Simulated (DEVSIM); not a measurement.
Device: Mo/SiO2/p-InP capacitor, at 300 K.

Layer 1 from the left is SiO2, thickness (nm) 48.0. Layer 2 from the left is InP, thickness (nm) 19000, Na (cm⁻³) 1.1e15.

Metal gate on the left, work function 4.6 eV. Fixed charge at the semiconductor interface -2.2e11 cm⁻² (in units of +e); interface traps 2e12 cm⁻² eV⁻¹, uniform in energy, neutral level at 0.5 of the gap above the valence band.

Constants are typed, rounded textbook-type inputs, not results; the design itself was drawn at random and stands for no fabricated device. Values at 300 K.

SiO2: gap (eV) 9, affinity (eV) 0.9, permittivity 3.9. InP: gap (eV) 1.344, affinity (eV) 4.38, permittivity 12.5, Nc (cm⁻³) 5.7e17, Nv (cm⁻³) 1.1e19.

DEVSIM, 1D Poisson equation in equilibrium, Boltzmann statistics, complete ionisation; no quantum confinement or tunnelling. Metal contacts follow the ideal Schottky-Mott rule: no Fermi-level pinning, no interface dipoles.

### Question
What does the simulation give for the minimum of the low-frequency capacitance?

### Answer
minimum of the low-frequency capacitance 0.0591 μF/cm².
